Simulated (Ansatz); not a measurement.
Amorphous Si₂₄O₄₉Li₂, 75 atoms at 2.20 g/cm³, one PBE-relaxed geometry, zone centre. Methods: PBE, scalar-relativistic without spin-orbit coupling (Ansatz, a quantum-chemistry and plane-wave program); r2SCAN, scalar-relativistic without spin-orbit coupling (Ansatz); HSE06, scalar-relativistic without spin-orbit coupling (Ansatz). Plane waves to 420 eV (r2SCAN 500 eV); exact exchange is cut at the cell's faces. At PBE the levels at the filled edge of the gap are localised (band-tail or defect states), and the nearest spread-out levels lie 5.6 eV apart at the zone centre. All rungs ran without spin polarisation.

A CHGNet melt-quench gave the starting glass, which DFT then relaxed. O atoms were pushed apart under 1.9 Å during the dynamics, to hinder bonds among them. The hot cell started wider than the set density and was brought back towards it in steps. It is the lowest in DFT energy of 2 quenches. It is a model cell: composition and starting density were chosen by hand, and all elements were melted together. No dispersion term was used. Its density started from a set value of 2.20 and ended at 2.20 g/cm³. The simulated quench (nominally 320 K/ps over its main leg) is rapid and tends to freeze in more defects than a deposited or slowly cooled glass has. Values belong to this one cell and scatter from quench to quench. The volume was held where the preparation left it and the shape relaxed, at a PBE pressure of 1.2 GPa. Stress components on the final sampling reach 1.2 GPa.

The relaxation ran on the zone centre alone. At PBE the level gap is 4.58 eV on a 2×2×2 Γ-centred mesh, and the spacing at the zone centre alone 4.58 eV.

Task: What zone-centre spacing does r2SCAN give, roughly?

Result: 5.22 eV (+0.64 eV against PBE).

Task: What zone-centre spacing does HSE06 give, roughly?

Result: 6.28 eV (+1.70 eV against PBE).

The highest filled and the lowest empty state spread over these numbers of atoms (participation numbers): PBE: 3.3 and 67.8; r2SCAN: 3.2 and 67.4; HSE06: 3.2 and 64.1.
